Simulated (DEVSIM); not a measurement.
Device: abrupt GaP n-p junction, at 250 K.

| layer (left to right) | material | thickness (μm) | Nd (cm⁻³) | Na (cm⁻³) | τn (s) | τp (s) |
|---|---|---|---|---|---|---|
| 1 | GaP | 0.530 | 1e16 | - | 7.5e-7 | 7.5e-7 |
| 2 | GaP | 19.0 | - | 2.8e14 | 7.5e-7 | 7.5e-7 |

Left contact: ohmic. Right contact: ohmic. Voltage is applied to the left contact. Recombination: SRH at mid-gap, radiative, Auger. Mobility is constant in doping.

Constants are typed, rounded textbook-type inputs, not results; the design itself was drawn at random and stands for no fabricated device. Values at 300 K; Nc and Nv go as T^1.5, mobilities as T to minus their exponent, the gap by Varshni's rule with the affinity fixed.

```csv
parameter,GaP
gap (eV),2.26
affinity (eV),3.8
permittivity,11.1
Nc (cm⁻³),1.8e19
Nv (cm⁻³),1.9e19
μn (cm²/Vs),250
μp (cm²/Vs),150
T exponent of μn,1.6
T exponent of μp,1.98
B (cm³/s),1e-13
Cn (cm⁶/s),1e-30
Cp (cm⁶/s),1e-30
Varshni α (eV/K),0.00058
Varshni β (K),372
```

Simulated with DEVSIM: 1D drift-diffusion, Boltzmann statistics, complete ionisation; no tunnelling, impact ionisation, image-force lowering or self-heating.

The thickness of layer 1 was swept, all else fixed.

```
thickness of layer 1 (μm)  dark forward voltage at 1 A/cm² (V)
-------------------------  -----------------------------------
0.11                                                     1.898
0.19                                                     1.894
0.32                                                     1.890
0.53                                                     1.888
0.9                                                      1.885
1.6                                                      1.883
2.7                                                      1.882
```

From the first row to the last the dark forward voltage at 1 A/cm² goes from 1.898 to 1.882.
